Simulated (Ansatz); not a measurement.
The parent structure is GaP in the zinc blende structure (space group F-43m, No. 216; a = 5.391 Å). Axes: x, y, z lie along the cube axes.

Calculations: LDA (Ansatz, an electronic-structure program, PAW, no spin-orbit coupling).

Strains are applied to the cell and any free atomic positions relax; under biaxial strain the out-of-plane vector relaxes too.

One change was made to it. Results:

| quantity | base | after |
|---|---|---|
| energy relative to the base (free energy F) | 0 meV/atom | +17 meV/atom |
| pressure (mean of the normal stresses, compression positive) | -0.01 GPa | 3.77 GPa |

Q: Which of these changes matches the shifts?
A. biaxial strain −2.50 %, plane normal [111], relaxed out of plane
B. biaxial strain −1.67 %, plane normal [111], relaxed out of plane
C. biaxial strain +1.25 %, plane normal [111], relaxed out of plane

A: A, biaxial strain −2.50 %, plane normal [111], relaxed out of plane. For comparison, the energy relative to the base in the other runs: biaxial strain +1.25 %, plane normal [111], relaxed out of plane gives +3.9 meV/atom; biaxial strain −1.67 %, plane normal [111], relaxed out of plane gives +7.3 meV/atom.

No phonon test of stability was made.
